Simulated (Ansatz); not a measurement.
AlN under a change: 4 layers

Base system: AlN in the wurtzite structure (space group P6_3mc, No. 186; a = 3.107 Å, c = 4.978 Å). Axes: x lies along a and z along c of the hexagonal cell.

Perturbation: a free-standing slab of 4 layers (16 atoms, 4 a layer) is cut normal to the y axis, with 15 Å of vacuum and the in-plane cell held at bulk.

Computed with Kohn–Sham DFT with the r2SCAN functional, run in Ansatz (a first-principles code) with PAW and 500 eV plane waves, no spin-orbit coupling. k-mesh 11×7×1 (Γ-centred); smearing 0.05 eV (Fermi–Dirac), for the changed cell.

```json
[
 {"quantity": "layer's space group (with vacuum)", "base": "–", "changed": "Pmc2_1 (No. 26)", "shift": "–"},
 {"quantity": "shortest interatomic distance", "base": "1.888 Å", "changed": "1.760 Å", "shift": "-0.128 Å"},
 {"quantity": "band gap", "base": "4.88 eV", "changed": "3.18 eV", "shift": "-1.70 eV"},
 {"quantity": "gap character", "base": "–", "changed": "indirect, U → Γ", "shift": "–"},
 {"quantity": "smallest direct gap", "base": "4.88 eV", "changed": "3.27 eV", "shift": "-1.61 eV"},
 {"quantity": "excess energy per area of both faces (slab less bulk energy over the cell's area: twice a surface energy)", "base": "–", "changed": "4.83 J/m²", "shift": "–"},
 {"quantity": "change of the spacing d12 from its bulk value of 0.897 Å", "base": "–", "changed": "-22.2 %", "shift": "–"},
 {"quantity": "change of the spacing d23 from its bulk value of 1.794 Å", "base": "–", "changed": "+3.8 %", "shift": "–"}
]
```

Final structure:

```
CELL_PARAMETERS angstrom
      3.10670     0.00000     0.00000
      0.00000     4.97846     0.00000
      0.00000     0.00000    23.96828
ATOMIC_POSITIONS crystal
  Al 0.50000 0.47907 0.32366
  N  0.50000 0.12790 0.31516
  Al 0.00000 0.01020 0.34690
  N  0.00000 0.62843 0.35011
  Al 0.00000 0.50229 0.42702
  N  0.00000 0.12307 0.42533
  Al 0.50000 0.00611 0.46169
  N  0.50000 0.62373 0.46264
  Al 0.50000 0.50611 0.53831
  N  0.50000 0.12373 0.53736
  Al 0.00000 0.00229 0.57298
  N  0.00000 0.62307 0.57467
  Al 0.00000 0.51020 0.65310
  N  0.00000 0.12843 0.64989
  Al 0.50000 0.97907 0.67634
  N  0.50000 0.62790 0.68484
```

The excess energy carries the mismatch between the slab's and the bulk's meshes. Stability against distortions was not tested. k-point labels follow each cell's own Brillouin zone.
